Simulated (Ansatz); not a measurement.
**SiO2: pressure 30 GPa**

Base system: SiO2 in the rutile structure (space group P4_2/mnm, No. 136; a = 4.236 Å, c = 2.690 Å).

Now apply this change: a hydrostatic pressure of 30 GPa.

Computed with PBE (Ansatz, an electronic-structure program, PAW, spin-orbit coupling left out). k-mesh 8×8×12 (Γ-centred); smearing 0.05 eV (Fermi–Dirac).

The volume per atom falls by 0.70 Å³ (8.05 Å³ → 7.35 Å³) and the lattice parameter a shrinks by 14.9 pm, from 423.6 pm to 408.7 pm. The c/a ratio increases by 0.011, from 0.635 to 0.646 and the shortest interatomic distance falls by 3.3 pm (177.4 pm → 174.1 pm). The band gap goes up by 1.46 eV to 6.50 eV (an upper bound: an edge found on the path is not a true extremum; the changed cell).

Cost of the whole job for the changed cell (relaxation, final SCF and bands): around 29 core-seconds (rough).

Load acts through the strain it causes; cell and atoms are relaxed under it. Stability against distortions was not tested. Competing high-pressure phases were not computed.
